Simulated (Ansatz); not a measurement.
Consider B in the diamond structure (space group Fd-3m, No. 227; a hypothetical phase, not in the database extracts checked).

```xyz
2
Lattice="0.0000 2.0162 2.0162 2.0162 0.0000 2.0162 2.0162 2.0162 0.0000" Properties=species:S:1:pos:R:3 pbc="T T T"
B      1.0081     1.0081     1.0081
B      0.0000     0.0000     0.0000
```

Levels (all Ansatz, a program for electronic structure, PAW): PBEsol (420 eV, no spin-orbit coupling); r2SCAN (500 eV, scalar-relativistic without spin-orbit coupling).

The geometry is relaxed with PBEsol.

| Property | Result |
|---|---|
| PBEsol pressure | 0.0 GPa |

Problem. How does going to r2SCAN change the pressure?

Solution. The pressure goes from zero to 2.9 GPa.

Single points use the geometry relaxed with PBEsol. Their cutoffs differ, which shifts pressures a little. Stability against distortions was not tested.
